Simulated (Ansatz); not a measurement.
O interstitial started as a split pair with O in metastable alpha Ga2O3 (the name describes the start): one set of geometries, relaxed with PBE, evaluated in Ansatz (PAW, plane waves to 420 eV, 500 eV under r2SCAN) with PBE, r2SCAN.

Details: 120-site cell; 2×2×2 Γ-centred k-points; start: split with O; charged states image-corrected; not converged in cell size; flagged in the runs: a host whose relaxation on this sampling wasn't shown to rest.

```tsv
quantity	PBE	r2SCAN
host gap (eV)	2.40	3.08
ε(+1/0) above the VBM (eV)	0.59	0.80
largest moment on one atom at charge +1 (μB)	0.30	0.34
neutral formation energy against O2 molecule in a box (eV)	2.93	2.67
```

PBE narrows the gap by 0.68 eV against r2SCAN, the highest level run, and puts the level shown 0.21 eV lower above the valence-band maximum (from the rounded values).

Ansatz is a first-principles code.
